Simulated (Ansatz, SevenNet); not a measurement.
For L1₂ (Cu3Au-type) Cu3Au, the machine-learned potential SevenNet-l3i5 (trained on PBE and PBE+U data) gives:

```
Property                     Result
-------------------  --------------
lattice parameter a         3.773 Å
formation enthalpy   -0.037 eV/atom
```

### Question
What does HSE06 (Ansatz, a quantum-chemistry and plane-wave program, PAW) give for the same quantities?

### Answer

- lattice constant a: 3.773 Å (hardly moves)
- formation enthalpy: -0.080 eV/atom (moves by -0.043 eV/atom)

For comparison: lattice constant a 3.75 Å (measured, temperature not stated, not corrected to a static lattice; as tabulated in Nepal et al. (2019), arXiv:1905.09348); formation enthalpy -0.074 eV/atom (measured, 320 K, not corrected to a static lattice; as tabulated in Nepal et al. (2019), arXiv:1905.09348).

Changes are worked out from the printed values.

Unless a cell is named, each level is at its own relaxed cell (SevenNet-l3i5 13.43, HSE06 13.43 Å³/atom).

Levels without +SOC leave out spin–orbit coupling, which shifts energies and cells of such heavy elements.

Caveats: exact exchange on metals is sensitive to the k mesh and can open a false gap (HSE06); the run warned that the count of filled bands differs between k points (HSE06). Ansatz's density-functional and Hartree–Fock values are scalar-relativistic unless marked +SOC, with PAW data made under PBE.
